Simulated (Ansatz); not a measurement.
Results of LDA in Ansatz (plane waves, PAW) for WP (model structure, started from the NbAs type, I4₁md, No. 109, 4 atoms in the cell).

The input as run:

Ansatz 0.2 input:
```yaml
crystal:
  lattice:
    - [-1.5847375871, 1.5847375871, 5.487631071]
    - [1.5847375871, -1.5847375871, 5.487631071]
    - [1.5847375871, 1.5847375871, -5.487631071]
  atoms:
    - { symbol: W, position: [0.4992337778, 0.4992337778, 0.0] }
    - { symbol: W, position: [0.2492337778, 0.7492337778, 0.5] }
    - { symbol: P, position: [0.9167662222, 0.9167662222, 0.0] }
    - { symbol: P, position: [0.6667662222, 0.1667662222, 0.5] }
basis:
  ecutwfc: 520
  ecutrho_ratio: 4
  xc_grid: 2
kpoints:
  mp_grid: { grid: [24, 24, 24] }
hamiltonian:
  xc: lda
  dispersion: none
  pseudopotentials: { kind: paw }
scf:
  occupations: { method: fermi_dirac, width: 0.05 }
output:
  forces: true
  stress: true
  eigenvalues: true
relax:
  f_tol: 0.004
  escape_saddle: false
  max_steps: 80
  cell: { stress_tol: 0.02, fix: [volume] }
```

From the output:

```
Relaxation: its limit of steps is 80 (relax.max_steps)
Crystal: 4 atoms, lattice volume = 55.126 Å³
Basis set: ecut = 520 eV, 1453 PW (Γ), FFT grids on a1+a3, a2+a3, a3, exchange–correlation on 48×48×90 points (8 copies of the dense FFT grid, shifted against one another)
Bands: 23, of which v1, the nominal top of the filled ones, is band 19 counted from 1 (18 counted from 0)
Symmetry: 8 space group operations
Space group: I41md (ITA 109), of the structure as read, at distance tolerance 3.8e-5 Å
k-points: 1063 of 13824 (time reversal used)
Functional: x = slater, c = lda
SCF iter   1: F=—  HF=-21713.539865 eV  |F-HF|=—  |Δ(HF+E_count)|=         —  Δρ=8.99e-3  dr2=2.10e-2
SCF iter   2: F=—  HF=-21713.536303 eV  |F-HF|=—  |Δ(HF+E_count)|=   3.56e-3  Δρ=5.16e-3  dr2=7.32e-3
  ...
SCF 1 converged in 6 iterations: F = -21713.534637 eV  dr2 = 5.05e-9
Crystal: 4 atoms, lattice volume = 55.126 Å³
Initial density: handed on by an earlier stage of this run
SCF 2 converged in 6 iterations: F = -21713.534847 eV  dr2 = 1.60e-11
Crystal: 4 atoms, lattice volume = 55.126 Å³
SCF 3 converged in 6 iterations: F = -21713.534924 eV  dr2 = 1.38e-12
Crystal: 4 atoms, lattice volume = 55.126 Å³
SCF iter   6: F=-21713.534924 eV  HF=-21713.534924 eV  |F-HF|=3.64e-12  |Δ(HF+E_count)|=  7.28e-12  Δρ=9.98e-10  dr2=3.76e-16
SCF iter   7: F=-21713.534924 eV  HF=-21713.534924 eV  |F-HF|=3.64e-12  |Δ(HF+E_count)|=  3.64e-12  Δρ=3.34e-10  dr2=9.75e-17
SCF 4 converged in 7 iterations: F = -21713.534924 eV  dr2 = 9.75e-17
SCF converged after 7 iterations
Free energy (F): -21713.534924 eV
Internal energy: -21713.517953 eV  (E = F + TS)
E sigma→0 (E₀):  -21713.526438 eV
Fermi energy:    19.212740 eV
--- Forces (eV/Å), atoms counted from 1 ---
  atom   1  W     -0.00000000    -0.00000000     0.00216969
  atom   2  W      0.00000000     0.00000000     0.00216969
  atom   3  P     -0.00000000    -0.00000000    -0.00216969
  atom   4  P      0.00000000     0.00000000    -0.00216969
--- Stress (GPa, compression-positive) ---
        5.655618       0.000000       0.000000
        0.000000       5.655618       0.000000
        0.000000       0.000000       5.644120
  P = ⅓ Tr σ = 5.6518 GPa (56.518 kbar)
```

The cell is one volume of an energy–volume scan, off the minimum.

The PAW data were made under PBE.

Note: the run has no spin polarisation, so it can have missed a magnetic state. Note: the relaxation could raise the start's symmetry but not lower it, so the cell can be a saddle point.

A model structure was made by putting elements into a prototype or built by hand; it is no filed structure, need not be a known phase, and can be a saddle point held by its symmetry.

Ansatz is a first-principles code.
